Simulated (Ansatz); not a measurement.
Base system: Hf in the hcp (Mg type) structure (space group P6_3/mmc, No. 194; a = 3.198 Å, c = 5.049 Å; relaxed with 0.1 eV smearing). Axes: x lies along a and z along c of the hexagonal cell.

Computed with r2SCAN (Ansatz, an electronic-structure program), without spin-orbit coupling, earlier PAW set.

For the base:

- Shortest interatomic distance: 3.128 Å
- Pressure: 0.0 GPa
- Band gap: zero

The change: strain tensor (xx, yy, zz, yz, xz, xy) = (+0.57, +0.37, −0.11, −0.47, −0.59, +0.36) %; the atoms relax in the strained cell.

Question: Estimate the effect on the energy relative to the base.

Answer: The energy goes up by 1.9 meV/atom.

Question: What does the calculation give for the shortest interatomic distance after the change?

Answer: The shortest interatomic distance decreases by 0.0214 Å, from 3.128 Å to 3.106 Å.

Question: How does this affect the pressure?

Answer: The pressure (mean of the normal stresses, compression positive) goes from zero to -0.9 GPa.

Question: How does this affect the band gap?

Answer: The band gap is still zero.

No phonon test of stability was made. The final runs are not spin-polarised.
